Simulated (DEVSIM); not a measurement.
Device: Si/Ge p-n heterojunction, at 300 K.

Layer 1 from the left is Si, thickness (μm) 0.590, Na (cm⁻³) 1.1e16, τn (s) 7.2e-7, τp (s) 7.2e-7. Layer 2 from the left is Ge, thickness (μm) 0.580, Nd (cm⁻³) 1.5e17, τn (s) 7.2e-7, τp (s) 7.2e-8.

Left contact: ohmic. Right contact: ohmic. Voltage is applied to the left contact. Recombination: SRH at mid-gap, radiative, Auger. Mobility is constant in doping.

The device is made up for the run: typed textbook-type constants, with dimensions and the other settings drawn at random. Values at 300 K.

Si: gap (eV) 1.124, affinity (eV) 4.05, permittivity 11.7, Nc (cm⁻³) 2.86e19, Nv (cm⁻³) 3.1e19, μn (cm²/Vs) 1417, μp (cm²/Vs) 470, B (cm³/s) 4.7e-15, Cn (cm⁶/s) 2.8e-31, Cp (cm⁶/s) 9.9e-32. Ge: gap (eV) 0.664, affinity (eV) 4, permittivity 16, Nc (cm⁻³) 1.04e19, Nv (cm⁻³) 6e18, μn (cm²/Vs) 3900, μp (cm²/Vs) 1900, B (cm³/s) 6.4e-14, Cn (cm⁶/s) 1e-31, Cp (cm⁶/s) 1e-31.

Simulated with DEVSIM: 1D drift-diffusion, Boltzmann statistics, complete ionisation; no tunnelling, impact ionisation, image-force lowering or self-heating. Band offsets follow the typed affinities; no thermionic-emission limit at abrupt steps, no polarisation charge.

### Question
What does the simulation give for the dark forward voltage at 1 A/cm², the dark forward voltage at 100 A/cm², the potential step across the device at zero bias, the largest field in the device at zero bias?

### Answer
dark forward voltage at 1 A/cm² 0.507 V; dark forward voltage at 100 A/cm² 0.635 V; potential step across the device at zero bias 0.859 V; largest field in the device at zero bias 59000 V/cm.
